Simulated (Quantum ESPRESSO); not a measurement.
## Sensitivity of a calculation on Ga₂O₃ (R-3c, 10 atoms in the cell) to its settings

```yaml
crystal:
  lattice:
    - [2.52444, -1.45748, 4.52973]
    - [0.00000, 2.91497, 4.52973]
    - [-2.52444, -1.45748, 4.52973]
  atoms:
    - { symbol: Ga, position: [0.85559, 0.85559, 0.85559] }
    - { symbol: Ga, position: [0.14441, 0.14441, 0.14441] }
    - { symbol: Ga, position: [0.64441, 0.64441, 0.64441] }
    - { symbol: Ga, position: [0.35559, 0.35559, 0.35559] }
    - { symbol: O, position: [0.75000, 0.44684, 0.05316] }
    - { symbol: O, position: [0.25000, 0.55316, 0.94684] }
    - { symbol: O, position: [0.05316, 0.75000, 0.44684] }
    - { symbol: O, position: [0.94684, 0.25000, 0.55316] }
    - { symbol: O, position: [0.44684, 0.05316, 0.75000] }
    - { symbol: O, position: [0.55316, 0.94684, 0.25000] }
```

Base run A: LDA (PZ), GBRV 1.5 ultrasoft (LDA) pseudopotentials (Quantum ESPRESSO), self-consistent single point.

Its settings: ecutwfc = 50 Ry; ecutrho = 250 Ry; occupations = fixed; potentials = {Ga: ga_lda_v1.4.uspp.F.UPF, O: o_lda_v1.2.uspp.F.UPF}; K_POINTS = automatic 4 4 4 1 1 1; nbnd = 64; conv_thr = 1e-10 Ry; mixing_beta = 0.4.

The starting cell comes from a database of computed structures (which also holds hypothetical and non-ambient phases and stackings), without a prior relaxation at this level. Its lattice was rescaled by a random factor within 2.5 % of one. In the base run, with a pressure of about -12 GPa the cell is away from its equilibrium volume at this level. Another mesh or the band path of this cell gives a smaller gap, so this value is not converged in the mesh.

ΔF is the free energy per atom less that of run A. A dash stands where there is no value to compare (another energy zero or no entropy term, no result, no spin, no clean gap, or a mesh too coarse for one). Total energies depend on the potentials, the functional and any Hubbard or dispersion term, so they are compared only between runs that share all of them.

```csv
run,change,ΔF (meV/atom),pressure (GPa),largest force (eV/Å),k-points,valence electrons
A,base,0.00,-11.88,0.048,10,112
B,nbnd: 64 → 56,0.00,-11.87,0.048,10,112
C,lattice scaled by 1.03; ecutwfc: 50 Ry → 30 Ry; ecutrho: 250 Ry → 150 Ry,224.4,-37.87,0.066,10,112
D,K_POINTS: automatic 4 4 4 1 1 1 → automatic 6 6 6 0 0 0,-0.01,-11.88,0.048,32,112
E,ecutrho: 250 Ry → 150 Ry,-0.03,-11.87,0.048,10,112
F,"ecutwfc: 50 Ry → 85 Ry; ecutrho: 250 Ry → default; nbnd: 64 → 104; pseudopotentials: {Ga: ga_lda_v1.4.uspp.F.UPF, O: o_lda_v1.2.uspp.F.UPF} → {Ga: Ga.upf, O: O.upf}; noncolin: default → true; lspinorb: default → true [PBE, spin-orbit coupling]",–,0.99,0.047,10,88
G,K_POINTS: automatic 4 4 4 1 1 1 → automatic 8 8 8 1 1 1,-0.02,-11.88,0.048,60,112
H,mixing_beta: 0.4 → 0.5; mixing_mode: default → local-TF,0.00,-11.86,0.048,10,112
I,"ecutwfc: 50 Ry → 85 Ry; ecutrho: 250 Ry → 680 Ry; nbnd: 64 → 52; pseudopotentials: {Ga: ga_lda_v1.4.uspp.F.UPF, O: o_lda_v1.2.uspp.F.UPF} → {Ga: Ga.pbe-dn-kjpaw_psl.1.0.0.UPF, O: O.pbe-n-kjpaw_psl.0.1.UPF}; input_dft: default → vdw-df2-b86r [rev-vdW-DF2]",–,1.87,0.119,10,88
J,diagonalization: default → rmm-davidson,0.00,-11.88,0.048,10,112
```

Run F against A: The pressure goes from -11.88 to 0.99 GPa, the largest force hardly changes (0.048 to 0.047 eV/Å) and the gap on the mesh goes from 2.966 to 3.044 eV.

Run C against A: The free energy goes up by 224 meV/atom, the pressure goes from -11.88 to -37.87 GPa, the largest force goes from 0.048 to 0.066 eV/Å and the gap on the mesh goes from 2.966 to 2.135 eV.
